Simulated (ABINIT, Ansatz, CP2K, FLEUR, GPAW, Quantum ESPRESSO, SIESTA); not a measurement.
Sb (R-3m, 2 atoms in the cell) computed with different codes at matched settings

Self-consistent single point.

```
Sb
1.0
    3.89204    -2.11944     0.00000
    3.89204     2.11944     0.00000
    2.73789     0.00000     3.48483
Sb
2
Cartesian
  2.45688   0.00000   0.81371
  8.06510   0.00000   2.67112
```

Shared settings, as Ansatz (a quantum-chemistry and plane-wave program) writes them: kpoints.mp_grid.grid = 8 8 8; scf.occupations.method = fermi_dirac; scf.occupations.width = 0.1 eV. Potentials and cutoffs stand in the table.

| code | model | pressure (GPa) | largest force (eV/Å) | cutoff |
|---|---|---|---|---|
| FLEUR | LDA (Perdew-Zunger), all-electron FLAPW (FLEUR), scalar-relativistic valence | – | 0.316 | Kmax 4 1/bohr |
| Ansatz | LDA (PW92), default PAW files made with PBE | 1.80 | 0.297 | default |
| GPAW | LDA (Perdew-Wang 92), GPAW PAW datasets LDA (gpaw-data 1.0.1) | 1.31 | 0.272 | 550 eV |
| ABINIT | LDA (PW92), PAW (JTH v2.0 LDA PAW) | 1.68 | 0.301 | 40 Ry |
| CP2K | LDA (Pade form), GPW, DZVP-MOLOPT-SR-GTH basis, GTH-PADE potentials (GTH_POTENTIALS) | 2.38 | 0.247 | grid 400 Ry |
| SIESTA | LDA PW92, numerical atomic orbitals TZP, PseudoDojo LDA standard norm-conserving potentials (rewritten from UPF to PSML) | 2.41 | 0.615 | grid 400 Ry |
| Quantum ESPRESSO | LDA (PZ), PSlibrary PAW (LDA) pseudopotentials | 1.70 | 0.336 | 30 Ry |

A dash marks a value that a program does not give, or that is left out as unsure.

On Ansatz's run: spin-orbit coupling is off.

The spread over the programs that give each value: pressure within 1.10 GPa; largest force within 0.368 eV/Å.

CP2K and SIESTA use small atom-centred bases, whose incompleteness enters pressures, forces and empty levels differently from a plane-wave cutoff. FLEUR treats all electrons, but the usual bases taken here (sphere radii, linearisation, local orbitals, empty states) were not tested for convergence, so the values are no reference for the others. Ansatz's pressure is given at a fixed set of plane waves, as the other plane-wave codes print theirs; with its correction for the finite basis it is 1.84 GPa. The same LDA comes in different parametrisations, which differ slightly. In the force vectors, SIESTA (by 0.316) lies more than 0.08 eV/Å from the median of the plane-wave programs.

The starting cell has typed, rounded lattice constants, without a prior relaxation at this level. Its lattice was rescaled by a random factor within 2.5 % of one.

Left out of this page: Elk (not drawn, or without a comparable value).

Keys are those of Ansatz 0.2.
